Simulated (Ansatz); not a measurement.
Base system: SnS2 in the CdI2 type structure (space group P-3m1, No. 164; a = 3.6695 Å, c = 5.8076 Å; layered, stacked along the Cartesian z axis). Axes: x lies along a and z along c of the hexagonal cell.

The change: tensile biaxial strain of 1.78 % in the plane normal to [001], as in epitaxy on a mismatched substrate; the out-of-plane cell vector and the atoms relax.

Levels (all Ansatz, an electronic-structure program, PAW, earlier PAW set): PBE-D3(BJ) (420 eV, no spin-orbit coupling); HSE06+SOC (420 eV, spin-orbit coupling included).

The geometry is relaxed with PBE-D3(BJ).

| Item | Value |
|---|---|
| PBE-D3(BJ) band gap | 1.05 eV |
| PBE-D3(BJ) valence-band top at Γ | 0.00, -0.82, -0.82 eV |

With HSE06+SOC at the same geometry, the band gap grows by 0.85 eV, from 1.05 eV to 1.90 eV; the valence-band top at Γ (three highest Kramers pairs, from the VBM) becomes 0.00, -0.77, -0.83 eV (PBE-D3(BJ): 0.00, -0.82, -0.82 eV).

Single points use the geometry relaxed with PBE-D3(BJ). HSE06 was sampled on its mesh, a few special points and the semilocal edge points, so its gap is an upper bound. The spin-orbit shifts are approximate. No phonon test of stability was made.
